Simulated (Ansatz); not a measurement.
Start from ZnSe in the zinc blende structure (space group F-43m, No. 216; a = 5.568 Å). Axes: x, y, z lie along the cube axes.

Modification: uniaxial strain ε_zz = −3.00 %, all other strain components held at zero; the atoms relax in the strained cell.

The values are results of LDA/PAW in Ansatz (a quantum-chemistry and plane-wave program), scalar-relativistic without spin-orbit coupling, not measurements.

### Question
Give the band edges at the high-symmetry points of the new zone, measured from its valence-band maximum.

### Answer
```csv
point,valence edge (eV),conduction edge (eV)
Γ,0.00,1.30
X,-2.50,2.60
P,-3.21,5.43
N,-0.98,2.41
M,-2.71,2.45
S,-2.31,3.08
S₀,-2.31,3.08
R,-3.18,5.08
G,-3.18,5.08
```

The gap is 1.30 eV, direct at Γ.

Whether these cells are dynamically stable was not tested. Labels are those of the standard path for the cell's own space group.
